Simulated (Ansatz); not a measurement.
Consider the following.

End structure of the (211) surface of beta tin in its 1x1 cell, outermost plane spacing 1.54 Å in the ideal cut (one of several cuts of this face):

```yaml
crystal:
  lattice:
    - [4.49607, 0.00000, 0.00000]
    - [1.73616, 6.16572, 0.00000]
    - [0.00000, 0.00000, 28.00000]
  atoms:
    - { symbol: Sn, position: [0.96189, 0.40026, 0.30945] }
    - { symbol: Sn, position: [0.57226, 0.09267, 0.34071] }
    - { symbol: Sn, position: [0.18403, 0.75220, 0.36276] }
    - { symbol: Sn, position: [0.75913, 0.44683, 0.41510] }
    - { symbol: Sn, position: [0.35194, 0.12288, 0.44479] }
    - { symbol: Sn, position: [0.96305, 0.80497, 0.47257] }
    - { symbol: Sn, position: [0.46127, 0.46800, 0.52743] }
    - { symbol: Sn, position: [0.07238, 0.15009, 0.55521] }
    - { symbol: Sn, position: [0.66520, 0.82614, 0.58490] }
    - { symbol: Sn, position: [0.24029, 0.52077, 0.63724] }
    - { symbol: Sn, position: [0.85206, 0.18030, 0.65930] }
    - { symbol: Sn, position: [0.46244, 0.87271, 0.69055] }
```

Set-up: 12 atoms, 11.8 Å thick at the start; mesh 9x6x1; 0.1 eV smearing; dipole correction on; single point; on the structure that PBE left under its start's symmetry; no spin, no spin-orbit, no U.

Task: What work function of the top face does r2SCAN, at the PBE geometry (Ansatz, a program for electronic structure) give?

Result: 4.25 eV

Task: What is the computed surface energy (mean of both faces) (r2SCAN, at the PBE geometry)?

Result: 0.47 J/m²
